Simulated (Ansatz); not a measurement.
TiAl (P-6m2, No. 187, 2 atoms in the cell; start mp-1217008; another space group than a measured phase of this formula): equilibrium lattice constant a by level of theory

No measured value is used here.

```json
[
 {"level (code)": "LDA (Ansatz)", "value (Å)": "2.813"},
 {"level (code)": "PBEsol (Ansatz)", "value (Å)": "2.849"},
 {"level (code)": "r²SCAN (Ansatz)", "value (Å)": "2.870"}
]
```

The crystal itself was run without spin with r²SCAN; a magnetic state was not tried in these runs. LDA, PBEsol, r²SCAN: the run has no spin polarisation, so it can have missed a magnetic state. LDA, PBEsol, r²SCAN: the relaxation could not lower the start's symmetry, so the cell can be a saddle point above a distorted one. Cutoffs differ between the levels. Ansatz's density-functional and Hartree–Fock values are scalar-relativistic unless marked +SOC, with PAW data made under PBE.

A start named mp-… is a Materials Project structure, which need not be a measured phase.

Ansatz is a first-principles code.
